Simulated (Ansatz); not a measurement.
```xyz
4
Lattice="3.3808 0.0000 0.0000 1.6904 2.9278 0.0000 0.0000 0.0000 4.9401" Properties=species:S:1:pos:R:3 pbc="T T T"
Zn     3.3808     1.9519     0.0770
Zn     1.6904     0.9759     2.5470
O      3.3808     1.9519     3.0116
O      1.6904     0.9759     0.5415
```

No spin polarisation.

Level of theory: plane-wave PAW DFT at the r2SCAN level (Ansatz, a quantum-chemistry and plane-wave program, 500 eV), no spin-orbit coupling. Settings: 12×12×7 k-points, 0.05 eV Fermi–Dirac smearing.

Q: Predict the gap character and band gap.

A: 
* **Gap character**: direct at Γ
* **Band gap**: 1.26 eV

The cells carry an imposed strain or load. Whether these cells are dynamically stable was not tested. The cell was made from ZnO in the wurtzite structure (space group P6_3mc, No. 186) by this change: biaxial strain +4.50 %, plane normal [001], relaxed out of plane.
